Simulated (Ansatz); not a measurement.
# Element substitutions in Sr

Consider Sr in the fcc (Cu type) structure (space group Fm-3m, No. 225).

Sr is taken in the cubic space group Fm-3m (No. 225), the fcc (Cu type) structure, Pearson symbol cF4. Cell: a = 5.923 Å, b = 5.923 Å, c = 5.923 Å, α = 90.00°, β = 90.00°, γ = 90.00°. Sr on 4a has 12 Sr at 4.188 Å (cuboctahedral). (Neighbours: up to the widest gap in distance over summed covalent radii, below 1.35, at either atom.)
(The calculation used a cell of 1 atom; values per cell refer to that cell.)

Each row replaces one element on all its sites; cell and atoms are relaxed.

Calculations: PBEsol (Ansatz, a program for electronic structure), spin-orbit coupling left out, earlier PAW set.

Candidates:
(a) Sr → Cs
(b) Sr → Rb
(c) Sr → Ba

For the base:

- Volume per atom = 51.94 Å³

Order them by volume per atom, highest first.

(a) Sr → Cs (108.78 Å³), (b) Sr → Rb (86.35 Å³), (c) Sr → Ba (58.30 Å³)

Stability against distortions was not tested. For Rb and Ba in this form, whether it has been made was not checked. The final runs are not spin-polarised. This is not the structure that Cs has at room temperature and ambient pressure. This is not the structure that Rb has at room temperature and ambient pressure. This is not the structure that Ba has at room temperature and ambient pressure.
